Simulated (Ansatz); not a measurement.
Functionals compared on the (332) surface of bcc Ta in its 1x1 cell, outermost plane spacing 0.71 Å in the ideal cut, in Ansatz (plane waves, PAW). The structure was relaxed with PBE; the other rows are single points on it, each with its references at the same level. Cutoff 420 eV (500 eV for r2SCAN).

Model: 15-atom slab, 9.9 Å thick at the start (thin: gaps and levels are the slab's own), 8x7x1 mesh, Fermi-Dirac 0.1 eV, dipole correction, all atoms relaxed; symmetry of the start imposed; no spin, no spin-orbit, no U. These notes are the PBE run's.

```json
[
 {"functional": "PBE", "surface energy (J/m²)": "2.68", "work function of the top face (eV)": "3.92", "rough cost of the single point": "–"},
 {"functional": "LDA", "surface energy (J/m²)": "2.98", "work function of the top face (eV)": "4.19", "rough cost of the single point": "very roughly 2.7 core-minutes"},
 {"functional": "PBEsol", "surface energy (J/m²)": "2.93", "work function of the top face (eV)": "4.01", "rough cost of the single point": "very roughly 2.6 core-minutes"},
 {"functional": "RPBE", "surface energy (J/m²)": "___", "work function of the top face (eV)": "___", "rough cost of the single point": "around 2.6 core-minutes (rough)"},
 {"functional": "r2SCAN", "surface energy (J/m²)": "2.90", "work function of the top face (eV)": "3.91", "rough cost of the single point": "around 5 core-minutes (rough)"}
]
```

**Question.** Complete the blanks.

**Answer.** 
- RPBE, surface energy (J/m²): 2.53
- RPBE, work function of the top face (eV): 3.78

Ansatz is a first-principles code.
